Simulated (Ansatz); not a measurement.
The parent structure is MoS₂ in the 2H-MoS2 type structure (space group P6_3/mmc, No. 194; a = 3.1730 Å, c = 12.4366 Å; layered, stacked along the Cartesian z axis).

Perturbation: a hydrostatic pressure of 15 GPa.

Computed with Kohn–Sham DFT with the r2SCAN+rVV10 functional, run in Ansatz (a first-principles code) with PAW and 500 eV plane waves, no spin-orbit coupling.

Base, band edges from the VBM (valence, conduction): K -0.67, 1.07; H -0.75, 1.07; M -1.33, 1.68; L -1.38, 1.70; A -0.29, 2.25; Γ 0.00, 2.24 eV.

Question: Give the band edges at the high-symmetry points of the new zone, measured from its valence-band maximum.

Answer: 
```csv
point,valence edge (eV),conduction edge (eV)
Γ,0.00,1.99
M,-1.78,1.61
K,-0.96,0.95
A,-0.25,1.98
L,-1.91,1.66
H,-1.23,1.05
```

The gap is 0.35 eV, indirect, Γ → K–Γ (44 % along).

Load acts through the strain it causes; cell and atoms are relaxed under it. Whether these cells are dynamically stable was not tested. No other phases were tried under pressure.
